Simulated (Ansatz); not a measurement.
# SrTiO3 under a change: tensor shear ε_xy = +1.67 %

The reference is SrTiO3 in the cubic perovskite structure (space group Pm-3m, No. 221; a = 3.8542 Å). Axes: x, y, z lie along the cube axes.

One thing is altered: tensor shear ε_xy = +1.67 % (engineering shear γ = 0.0334), atoms relaxed at fixed cell.

All numbers come from LDA (Ansatz, an electronic-structure program, PAW, without spin-orbit coupling). Γ-centred 9×9×9 mesh, Fermi–Dirac width 0.05 eV.

| quantity | base | changed | shift |
|---|---|---|---|
| volume per atom | 11.45 Å³ | 11.45 Å³ | 0.00 Å³ |
| space group | Pm-3m (No. 221) | Cmmm (No. 65) | – |
| energy relative to the base (free energy F) | 0 meV/atom | +4.7 meV/atom | +4.7 meV/atom |
| band gap | 1.85 eV | 1.77 eV | -0.087 eV |
| gap character | – | indirect, T → Γ | – |
| smallest direct gap | 2.17 eV | 2.01 eV | -0.16 eV |
| stress (xx, yy, zz, yz, xz, xy; compression positive) | – | (0.11, 0.11, 0.07, 0.00, 0.00, -3.99) GPa | – |

The cells carry an imposed strain or load. No phonon test of stability was made. The final runs are not spin-polarised. Many cubic perovskites are stable only at high temperature; tilts and polar distortions were not tested. k-point labels follow each cell's own Brillouin zone.
